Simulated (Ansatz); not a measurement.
Take ZrO2 (space group P4_2/nmc, No. 137; a = 3.621 Å, c = 5.283 Å) as the base. Axes: x, y, z lie along a, b, c of the conventional cell.

The values are results of DFT with PBE, PAW potentials and a 420 eV plane-wave cutoff in Ansatz (a program for electronic structure), no spin-orbit coupling, not measurements.

For the base:

The shortest interatomic distance is 2.077 Å.

Modification: biaxial strain −0.68 %, plane normal [001], relaxed out of plane (Cartesian); in-plane vectors clamped, the third vector and the atoms free.

Problem. What does the calculation give for the in-plane stress after the change?

Solution. The mean in-plane stress (compression positive) amounts to +3.6 GPa.

Problem. How does this affect the shortest interatomic distance?

Solution. The shortest interatomic distance drops by 0.0068 Å, from 2.077 Å to 2.071 Å.

Problem. What happens to the out-of-plane strain?

Solution. The out-of-plane strain is +0.30 %.

Whether these cells are dynamically stable was not tested. This is not the structure that ZrO2 has at room temperature and ambient pressure.
